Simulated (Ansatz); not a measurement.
**Nb2BS, response to strain**

Take Nb2BS (space group P6_3/mmc, No. 194; a = 3.361 Å, c = 11.628 Å; a cell from a computed database, its experimental status unchecked) as the base. Axes: x lies along a and z along c of the hexagonal cell.

Strains are applied to the cell and any free atomic positions relax; under biaxial strain the out-of-plane vector relaxes too.

Levels (all Ansatz, a program for electronic structure, PAW): PBE (420 eV, no spin-orbit coupling); PBEsol (420 eV, scalar-relativistic without spin-orbit coupling).

The base cell above is that of PBE; each level relaxes its own structures.

Notes on the quantities. pressure: mean of the normal stresses, compression positive.

```csv
case,"pressure, PBE","pressure, PBEsol"
"biaxial strain −1.00 %, plane normal [001], relaxed out of plane",2.1 GPa,2.1 GPa
isotropic strain +3.10 %,-13.7 GPa,-15.1 GPa
uniaxial strain ε_zz = +0.37 %,-0.7 GPa,-0.8 GPa
"strain tensor (xx, yy, zz, yz, xz, xy) = (−0.25, −0.54, +2.81, +0.33, −0.02, −0.28) %",-3.7 GPa,-4.1 GPa
```

The two levels differ by at most about 1.4 GPa. They put the cases in the same order.

Without a gap, meshes like the base's 16×16×4 leave anisotropic stresses uncertain by several tenths of a GPa, and small strain energies with them. Stability against distortions was not tested. The final runs are not spin-polarised.
